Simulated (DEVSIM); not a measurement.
# abrupt Si p-n junction

Device: abrupt Si p-n junction, at 400 K.

```tsv
layer (left to right)	material	thickness (μm)	Nd (cm⁻³)	Na (cm⁻³)	τn (s)	τp (s)
1	Si	9.10	-	7.3e16	0.00018	0.00018
2	Si	0.750	7.1e14	-	0.00018	0.00018
```

Left contact: ohmic. Right contact: ohmic. Voltage is applied to the left contact. Recombination: SRH at mid-gap, radiative. Mobility is constant in doping.

Constants are typed, rounded textbook-type inputs, not results; the design itself was drawn at random and stands for no fabricated device. Values at 300 K; Nc and Nv go as T^1.5, mobilities as T to minus their exponent, the gap by Varshni's rule with the affinity fixed.

```tsv
parameter	Si
gap (eV)	1.124
affinity (eV)	4.05
permittivity	11.7
Nc (cm⁻³)	2.86e19
Nv (cm⁻³)	3.1e19
μn (cm²/Vs)	1417
μp (cm²/Vs)	470
T exponent of μn	2.3
T exponent of μp	2.2
B (cm³/s)	4.7e-15
Varshni α (eV/K)	0.000473
Varshni β (K)	636
```

Model (solved in DEVSIM): 1D drift-diffusion, Boltzmann statistics, complete ionisation; no tunnelling, impact ionisation, image-force lowering or self-heating.

| Quantity | Result |
|---|---|
| Potential step across the device at zero bias | 0.493 V |
| Largest field in the device at zero bias | 19000 V/cm |
| Dark forward voltage at 1 A/cm² | 0.211 V |
| Dark forward voltage at 100 A/cm² | 0.469 V |

Dark forward current:

(V (V), J (A/cm²)): (0.05, 0.015); (0.15, 0.23); (0.20, 0.78); (0.30, 7.1); (0.35, 19); (0.45, 82); (0.55, 220); (0.60, 310); (0.70, 560); (0.80, 880); (0.85, 1100); (0.95, 1500); (1.00, 1700); (1.10, 2200)
